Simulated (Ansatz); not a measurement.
For TiS₂ (P-3m1, No. 164, 3 atoms in the cell; start COD 1537865), LDA (PAW; Ansatz, a quantum-chemistry and plane-wave program) gives:

```
Property                  Result
------------------  ------------
lattice constant a       3.315 Å
c axis length            5.446 Å
bulk modulus B0         44.5 GPa
cohesive energy     6.13 eV/atom
```

Problem. What does PBEsol in Ansatz (plane waves, PAW) give for the same quantities?

Solution. 
- lattice constant a: 3.351 Å (rises by 1.1 %)
- lattice parameter c: 5.637 Å (grows by 3.5 %)
- bulk modulus: 24.9 GPa (decreases by 44 %)
- cohesive energy: 5.55 eV/atom (shrinks by 0.58 eV/atom)

Changes are worked out from the printed values.

Unless a cell is named, each level is at its own relaxed cell (LDA 17.28, PBEsol 18.28 Å³/atom).

Caveats: the bulk modulus is −V dP/dV from two relaxed cells at ±2 % in volume (LDA, PBEsol); the relaxation could not lower the start's symmetry, so the cell can be a saddle point above a distorted one (LDA, PBEsol). Ansatz's density-functional and Hartree–Fock values are scalar-relativistic unless marked +SOC, with PAW data made under PBE.
